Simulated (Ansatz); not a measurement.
Zn: response to strain

The parent structure is Zn in the hcp (Mg type) structure (space group P6_3/mmc, No. 194; a = 2.6180 Å, c = 4.8434 Å; relaxed with 0.1 eV smearing). Axes: x lies along a and z along c of the hexagonal cell.

Strains are applied to the cell and any free atomic positions relax; under biaxial strain the out-of-plane vector relaxes too.

The values are results of r2SCAN in Ansatz (plane waves to 500 eV, PAW, spin-orbit coupling left out), not measurements.

Notes on the quantities. energy relative to the base: free energy F; pressure: mean of the normal stresses, compression positive.

| variant | energy relative to the base | pressure | volume per atom |
|---|---|---|---|
| base | 0 meV/atom | 0.0 GPa | 14.37 Å³ |
| biaxial strain +1.33 %, plane normal [001], relaxed out of plane | – | -1.6 GPa | 14.52 Å³ |
| isotropic strain +2.99 % | ___ | ___ | 15.70 Å³ |
| tensor shear ε_xy = −2.02 % | +6.1 meV/atom | 0.2 GPa | 14.37 Å³ |
| tensor shear ε_xy = −1.70 % | +4.4 meV/atom | 0.2 GPa | 14.37 Å³ |

**Question.** Complete the table.

**Answer.** 
- isotropic strain +2.99 %, energy relative to the base: +29 meV/atom
- isotropic strain +2.99 %, pressure: -6.5 GPa

Stability against distortions was not tested.

Ansatz is a program for electronic structure.
